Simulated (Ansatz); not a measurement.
System: F-vacancy pair (F on one host O site, one O site vacant) in monoclinic ZrO2 (charge state +3). Method: PBE, PAW (plane waves to 420 eV; Ansatz, an electronic-structure program).

Settings: 96 host sites, the relaxed PBE lattice, the Γ point alone, smearing 0.01 eV, spin-restricted, no image-charge correction. No zero-point or tunnelling terms. The charge state is imposed; whether it is stable for some Fermi level was not computed. Forms of the defect that were not tried may lie lower. The start lies 0.72 eV above the lowest site run (PBE).

Barriers: single points on a 2×2×2 k-point mesh shifted by half a step at the bands' geometries.

Relaxed starting cell (atoms counted from 1):

```
CELL_PARAMETERS angstrom
     10.37868     0.00000     0.00000
      0.00000    10.48354     0.00000
     -1.80708     0.00000    10.60481
ATOMIC_POSITIONS crystal
  Zr 0.13411 0.24686 0.33245
  Zr 0.13642 0.22901 0.85448
  Zr 0.13679 0.72866 0.35485
  Zr 0.13616 0.72815 0.85799
  Zr 0.63750 0.22894 0.35526
  Zr 0.64095 0.22719 0.85668
  Zr 0.63875 0.72155 0.35377
  Zr 0.63654 0.72846 0.85704
  Zr 0.36638 0.27164 0.14313
  Zr 0.37119 0.28112 0.66080
  Zr 0.36146 0.76812 0.14275
  Zr 0.36477 0.77074 0.64731
  Zr 0.85586 0.27124 0.14161
  Zr 0.86210 0.27086 0.64517
  Zr 0.86211 0.77182 0.14409
  Zr 0.85565 0.76857 0.64749
  Zr 0.36619 0.47705 0.39835
  Zr 0.35895 0.48223 0.89829
  Zr 0.37095 0.96784 0.38866
  Zr 0.36311 0.97887 0.89703
  Zr 0.86006 0.47822 0.39616
  Zr 0.86172 0.47753 0.89595
  Zr 0.84798 0.97193 0.39093
  Zr 0.86260 0.97789 0.89443
  Zr 0.13752 0.01878 0.10478
  Zr 0.12678 0.00392 0.62022
  Zr 0.13462 0.52329 0.10450
  Zr 0.13258 0.52590 0.60877
  Zr 0.63645 0.02020 0.10321
  Zr 0.63668 0.02263 0.60598
  Zr 0.63790 0.52157 0.10459
  Zr 0.63953 0.52125 0.60782
  F  0.05936 0.09134 0.43464
  O  0.03411 0.08551 0.92441
  O  0.03326 0.58429 0.42517
  O  0.02980 0.58843 0.92767
  O  0.52869 0.08995 0.42762
  O  0.53029 0.08992 0.92662
  O  0.53239 0.58468 0.42585
  O  0.53018 0.59012 0.92737
  O  0.46796 0.41126 0.07399
  O  0.46709 0.41989 0.57923
  O  0.46783 0.91068 0.07333
  O  0.46712 0.91280 0.57202
  O  0.96683 0.41123 0.07578
  O  0.96868 0.41068 0.57387
  O  0.96901 0.91001 0.07235
  O  0.96040 0.91222 0.57146
  O  0.46719 0.33772 0.32403
  O  0.47172 0.34338 0.82773
  O  0.47058 0.83368 0.32104
  O  0.46695 0.83947 0.82346
  O  0.96257 0.33527 0.32277
  O  0.96835 0.33659 0.82460
  O  0.96921 0.84455 0.32531
  O  0.96760 0.83949 0.82088
  O  0.02743 0.15932 0.17260
  O  0.02980 0.15833 0.67508
  O  0.03188 0.66373 0.17892
  O  0.02935 0.66259 0.67654
  O  0.53252 0.16067 0.17687
  O  0.52899 0.16218 0.67641
  O  0.53184 0.65921 0.17645
  O  0.53289 0.66477 0.67548
  O  0.23925 0.33622 0.49057
  O  0.22473 0.37089 0.98916
  O  0.22566 0.88748 0.49159
  O  0.22563 0.87054 0.98895
  O  0.72483 0.37029 0.48939
  O  0.72487 0.37102 0.98808
  O  0.72129 0.86947 0.48544
  O  0.72572 0.87205 0.98836
  O  0.27517 0.12721 0.01279
  O  0.27261 0.62677 0.01305
  O  0.27109 0.62909 0.51375
  O  0.77327 0.12764 0.01078
  O  0.77556 0.12508 0.51013
  O  0.77444 0.62807 0.01270
  O  0.77470 0.62642 0.51244
  O  0.27266 0.11973 0.27393
  O  0.27477 0.12051 0.74972
  O  0.27389 0.61981 0.26436
  O  0.27249 0.62477 0.76438
  O  0.77565 0.11873 0.26248
  O  0.77286 0.12178 0.76131
  O  0.77580 0.62054 0.26263
  O  0.77398 0.62233 0.76296
  O  0.22455 0.37956 0.23670
  O  0.22574 0.38238 0.74120
  O  0.22775 0.87452 0.23736
  O  0.22266 0.87518 0.74304
  O  0.72302 0.37676 0.23809
  O  0.72613 0.37794 0.73901
  O  0.72373 0.87584 0.23863
  O  0.72402 0.87868 0.73729
```
Cell charge +3.

End state 1 differs by these moves (Å; atoms that move under 0.08 Å are left out):

```tsv
atom	element	Δx	Δy	Δz
1	Zr	0.10	0.05	0.05
23	Zr	-0.10	-0.04	-0.01
26	Zr	0.09	-0.01	0.04
33	F	1.64	0.38	0.71
34	O	-0.04	0.06	0.05
48	O	0.04	0.08	-0.09
53	O	0.02	-0.09	0.10
56	O	0.05	0.06	-0.04
57	O	-0.03	-0.10	0.20
65	O	-0.08	0.35	-0.01
67	O	-0.06	-0.07	-0.01
80	O	0.05	0.03	-0.08
81	O	-0.02	-0.01	0.12
```

**Question.** What is the computed forward and backward barriers to end state 1 (PBE, PAW)?

**Answer.** forward 0.051 eV, backward 0.18 eV; at the saddle point atom 33 has neighbours O at 2.61; 2 Zr at 2.10 Å. The saddle point's order was not checked.
